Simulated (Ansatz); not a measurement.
# Pressure series in Si3N4

The parent structure is Si3N4 (space group P6_3/m, No. 176; a = 7.664 Å, c = 2.927 Å).

Cell and atoms are relaxed at each pressure.

Level of theory: PBE (Ansatz, a first-principles code; PAW; 420 eV plane waves; without spin-orbit coupling).

Two rows of this table had their results exchanged by mistake.

```tsv
pressure	volume per atom (Å³)	shortest distance (Å)	band gap
pressure −2 GPa	10.73	1.748	4.22 eV
pressure −1 GPa	10.50	1.736	4.30 eV
pressure 0.3 GPa	10.62	1.742	4.26 eV
pressure 0.7 GPa	10.60	1.741	4.26 eV
pressure 1.5 GPa	10.56	1.739	4.28 eV
pressure 3 GPa	10.68	1.745	4.24 eV
pressure 5 GPa	10.42	1.731	4.32 eV
pressure 7.5 GPa	10.31	1.726	4.36 eV
pressure 10 GPa	10.22	1.720	4.39 eV
```

Problem. Which two?

Solution. The rows for pressure −1 GPa and pressure 3 GPa: the volume has to fall steadily with pressure, so 10.68 Å³ belongs to pressure −1 GPa and 10.50 Å³ to pressure 3 GPa.

Load acts through the strain it causes; cell and atoms are relaxed under it. Stability against distortions was not tested. No other phases were tried under pressure.
